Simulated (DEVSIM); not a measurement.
System: abrupt Si n-p junction, at 300 K.

Layer 1 from the left is Si, thickness (μm) 1.30, Nd (cm⁻³) 2.1e15, τn (s) 9.7e-7, τp (s) 9.7e-7. Layer 2 from the left is Si, thickness (μm) 22.0, Na (cm⁻³) 8.7e15, τn (s) 9.7e-7, τp (s) 9.7e-7.

Left contact: ohmic. Right contact: ohmic. Voltage is applied to the left contact. Recombination: SRH at mid-gap, radiative. Mobility is μmin + (μ − μmin)/(1 + (N/Nref)^α).

Constants are typed, rounded textbook-type inputs, not results; the design itself was drawn at random and stands for no fabricated device. Values at 300 K.

Si: gap (eV) 1.124, affinity (eV) 4.05, permittivity 11.7, Nc (cm⁻³) 2.86e19, Nv (cm⁻³) 3.1e19, μn (cm²/Vs) 1417, μp (cm²/Vs) 470, μn,min 52, μp,min 45, Nref,n 9.7e16, Nref,p 2.2e17, αn 0.68, αp 0.72, B (cm³/s) 4.7e-15.

Model (solved in DEVSIM): 1D drift-diffusion, Boltzmann statistics, complete ionisation; no tunnelling, impact ionisation, image-force lowering or self-heating.

Task: What does the simulation give for the dark forward voltage at 1 A/cm², the largest field in the device at zero bias, the dark forward voltage at 100 A/cm²?

Result: dark forward voltage at 1 A/cm² 0.541 V; largest field in the device at zero bias 18000 V/cm; dark forward voltage at 100 A/cm² 0.890 V.
